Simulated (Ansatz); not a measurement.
Reference: AlN (P6_3mc), PBEsol with spin-orbit coupling, rigid bands (plane waves, PAW; Ansatz, a first-principles code); axes and stresses refer to this cell.

```
CELL_PARAMETERS angstrom
      3.11376     0.00000     0.00000
     -1.55688     2.69659     0.00000
      0.00000     0.00000     4.98369
ATOMIC_POSITIONS crystal
  Al 0.66667 0.33333 0.49902
  Al 0.33333 0.66667 0.99902
  N  0.66667 0.33333 0.88098
  N  0.33333 0.66667 0.38098
```

- hole mass along x: 3.7 mₑ
- hole conductivity mass: 1.01 mₑ
- Seebeck coefficient, p-type 1e19 cm⁻³: 373 μV/K

**Question.** Change: biaxial stress xx = yy = 2 GPa (compression positive). What happens to hole mass along x, hole conductivity mass, Seebeck coefficient, p-type 1e19 cm⁻³?

**Answer.** hole mass along x grows to 3.8 mₑ; hole conductivity mass rises to 1.10 mₑ; Seebeck coefficient, p-type 1e19 cm⁻³ grows to 385 μV/K.

**Question.** Change: hydrostatic pressure -2 GPa. What happens to hole mass along x, hole conductivity mass, Seebeck coefficient, p-type 1e19 cm⁻³?

**Answer.** hole mass along x moves little, to 3.7 mₑ; hole conductivity mass moves little, to 1.02 mₑ; Seebeck coefficient, p-type 1e19 cm⁻³ moves little, to 374 μV/K.

**Question.** Change: hydrostatic pressure 2 GPa. What happens to hole mass along x, hole conductivity mass, Seebeck coefficient, p-type 1e19 cm⁻³?

**Answer.** hole mass along x moves little, to 3.7 mₑ; hole conductivity mass moves little, to 1.00 mₑ; Seebeck coefficient, p-type 1e19 cm⁻³ moves little, to 373 μV/K.

**Question.** Change: uniaxial stress zz = -1 GPa (compression positive). What happens to hole mass along x, hole conductivity mass, Seebeck coefficient, p-type 1e19 cm⁻³?

**Answer.** hole mass along x moves little, to 3.8 mₑ; hole conductivity mass goes up to 1.06 mₑ; Seebeck coefficient, p-type 1e19 cm⁻³ moves little, to 379 μV/K.

**Question.** Change: uniaxial stress zz = 1 GPa (compression positive). What happens to hole mass along x, hole conductivity mass, Seebeck coefficient, p-type 1e19 cm⁻³?

**Answer.** hole mass along x moves little, to 3.6 mₑ; hole conductivity mass drops to 0.97 mₑ; Seebeck coefficient, p-type 1e19 cm⁻³ moves little, to 369 μV/K.

Masses are for dilute carriers at 300 K, harmonic means over directions unless an axis is named. Seebeck coefficients are for the stated density at 300 K, with one relaxation time for all states and whether or not that doping can be reached. Stresses and pressures are the targets of the relaxation.  The structure type is held under load, also where the real crystal would transform.
